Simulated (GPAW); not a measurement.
A self-consistent single point of LaCoSi (P4/nmm, 6 atoms in the cell) with GPAW.

Computed with LDA (Perdew-Wang 92), GPAW PAW datasets LDA (gpaw-data 1.0.1) (plane waves; GPAW).

The change in words: lattice scaled by 0.98. Reference geometry:
```xyz
6
Lattice="4.0611 0.0000 0.0000 0.0000 4.0611 0.0000 0.0000 0.0000 7.3043" Properties=species:S:1:pos:R:3 pbc="T T T"
La     0.0000     2.0306     2.2265
La     2.0306     0.0000     5.0778
Co     0.0000     0.0000     0.0000
Co     2.0306     2.0306     0.0000
Si     0.0000     2.0306     6.1794
Si     2.0306     0.0000     1.1249
```
Moments meant for the start (each program seeds them in its own way; μB, in the order of the atoms La La Co Co Si Si): 0.0 0.0 3.0 3.0 0.0 0.0.

Reference input (self-consistent single point, DFT LDA (Perdew-Wang 92), plane waves, GPAW PAW datasets LDA (gpaw-data 1.0.1)): spinpol = true; mode = pw; ecut = 800 eV; xc = LDA; kpts = 5 5 3; mesh shift (steps) = 0 0 0; occupations.name = methfessel-paxton; occupations.width = 0.1 eV; occupations.order = 0; nbands = -10; symmetry.symmorphic = false; symmetry.tolerance = 0.0005. This run's input differs from it in these lines:

```diff
@@ -5,11 +5,11 @@
 atoms = Atoms(['La', 'La', 'Co', 'Co', 'Si', 'Si'],
-              cell=[[4.061130, 0.000000, 0.000000],
-                    [0.000000, 4.061130, 0.000000],
-                    [0.000000, 0.000000, 7.304280]],
-              positions=[[0.000000, 2.030565, 2.226491],
-                         [2.030565, 0.000000, 5.077789],
+              cell=[[3.979907, 0.000000, 0.000000],
+                    [0.000000, 3.979907, 0.000000],
+                    [0.000000, 0.000000, 7.158194]],
+              positions=[[0.000000, 1.989953, 2.181961],
+                         [1.989953, 0.000000, 4.976233],
                          [0.000000, 0.000000, 0.000000],
-                         [2.030565, 2.030565, 0.000000],
-                         [0.000000, 2.030565, 6.179421],
-                         [2.030565, 0.000000, 1.124859]],
+                         [1.989953, 1.989953, 0.000000],
+                         [0.000000, 1.989953, 6.055832],
+                         [1.989953, 0.000000, 1.102362]],
               pbc=True)
```

Log, with long lists cut:

```
     iter     time        total  log10-change:  magmom
                         energy   eigst   dens
iter:   1 --:--:--   -46.665632                   +6.0250
iter:   2 --:--:--   -46.611382   -0.00  -1.09    +3.1086
iter:   3 --:--:--   -46.373827   -0.20  -1.16    +0.9260
iter:   4 --:--:--   -48.433661   -0.34  -1.28    +0.4781
iter:   5 --:--:--   -46.396972   -0.71  -1.13    +0.8861
iter:   6 --:--:--   -45.983967   -0.67  -1.41    +1.0408
iter:   7 --:--:--   -46.195968   -0.73  -1.64    +0.8347
iter:   8 --:--:--   -45.923730   -1.18  -1.57    +0.7954
iter:   9 --:--:--   -45.940841   -1.49  -2.20    +0.7291
   [... lines left out ...]
iter:  22 --:--:--   -45.931549c  -5.24  -4.01c   +0.5232
iter:  23 --:--:--   -45.931546c  -5.49  -4.12c   +0.5232
iter:  24 --:--:--   -45.931547c  -5.63  -4.15c   +0.5232
iter:  25 --:--:--   -45.931550c  -5.72  -4.27c   +0.5231
iter:  26 --:--:--   -45.931549c  -6.10  -4.43c   +0.5231
   [... 2 lines left out ...]
iter:  29 --:--:--   -45.931548c  -6.69  -4.76c   +0.5230
iter:  30 --:--:--   -45.931548c  -6.92  -4.91c   +0.5229
iter:  31 --:--:--   -45.931546c  -7.08  -5.03c   +0.5229
iter:  32 --:--:--   -45.931546c  -7.25  -5.23c   +0.5229
iter:  33 --:--:--   -45.931547c  -7.44c -5.27c   +0.5229
Converged after 33 iterations.

Dipole moment: (-0.000010, -0.000010, 0.000000) |e|*Ang

Total magnetic moment: (0.000000, 0.000000, 0.522885)
Local magnetic moments:
   0 La ( 0.000000,  0.000000, -0.005733)
   1 La ( 0.000000,  0.000000, -0.005733)
   2 Co ( 0.000000,  0.000000,  0.288787)
   3 Co ( 0.000000,  0.000000,  0.288787)
   4 Si ( 0.000000,  0.000000, -0.003557)
   5 Si ( 0.000000,  0.000000, -0.003557)

Energy contributions relative to reference atoms: (reference = -553271.205596)

Kinetic:        +70.446176
Potential:      -53.752874
External:        +0.000000
XC:             -61.557624
Entropy (-ST):   -0.015455
Local:           -1.059496
SIC:             +0.000000
--------------------------
Free energy:    -45.939275
Extrapolated:   -45.931547

Spin contamination: 0.068399 electrons
Showing only first 2 kpts
   [... lines left out ...]
Fermi level: 10.39593
No gap
   [... lines left out ...]
  0 La   -0.00000    0.00000    0.54094
  1 La   -0.00000    0.00000   -0.54094
  2 Co    0.00000    0.00000    0.00000
  3 Co    0.00000    0.00000    0.00000
  4 Si    0.00000    0.00000   -0.50355
  5 Si    0.00000    0.00000    0.50355

Stress tensor:
    -0.004603     0.000000     0.000000
     0.000000    -0.004603     0.000000
     0.000000     0.000000    -0.019395
Stress (GPa, Voigt): [-0.7375 -0.7375 -3.1074  0.      0.      0.    ]
```

The run converged in 33 iterations. GPAW prints stress with tension positive. Against the reference run the free energy goes down by 14.0 meV/atom, the pressure goes from -5.10 to 1.53 GPa, the largest force goes from 0.105 to 0.541 eV/Å and the size of the net moment moves little (0.10 to 0.09 μB/atom).

The starting cell comes from a database of computed structures (which also holds hypothetical and non-ambient phases and stackings), without a prior relaxation at this level. For this run, on top of that: lattice scaled by 0.98. The moments shrank to a small part of their start, a low-spin state that need not be the lowest.

Cost on one core of a shared machine: roughly 4 min.
